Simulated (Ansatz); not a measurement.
Functionals compared on OH on the 1x1 (0001) surface of beta Si3N4 (cut with top plane 4 N + 3 Si), one in a 1x1 cell, started at the site 'hollow N-N-Si-Si', in Ansatz (plane waves, PAW). The structure was relaxed with PBE; the other rows are single points on it, each with its references at the same level. Cutoff 420 eV (500 eV for r2SCAN). The points keep PBE's geometry, so the relaxation of a polaron and the settling of charge on one site are left out.

Host crystal: beta Si3N4, with a band gap (PBE, scalar-relativistic without spin-orbit coupling).

Set-up: 44 atoms, 7.8 Å thick at the start under the adsorbate (thin: gaps and levels are the slab's own); mesh 3x3x1; 0.01 eV smearing; dipole correction on; 21 atoms held, the rest relaxed; no symmetry held; spin-polarised, ending with about 0.8 μB a cell, a value that depends on the mesh; orders that need a larger cell were not tried, no spin-orbit, no U, no dispersion correction. The slab shows no gap over 0.04 eV on its mesh. At the end it is bonded to Si. In PBE it is, or lies within 0.03 eV of, the lowest of the starts that converged. These notes are the PBE run's. r2SCAN: The program's check for a lower electronic state was not made. Adsorption energies are against H2O(g) − ½ H2(g). A negative adsorption energy means that the adsorbate is more stable on the surface than in its reference.

A dash marks a value that is undefined for that row or was read on another mesh.

| functional | adsorption energy (eV) | work function of the top face (eV) | rough cost of the single point |
|---|---|---|---|
| PBE | -1.14 | 6.72 | – |
| RPBE | -0.97 | 6.59 | about 3 core-minutes (a rough figure) |
| r2SCAN | -1.37 | – | about 8 core-minutes (a rough figure) |

Ansatz is a first-principles code.
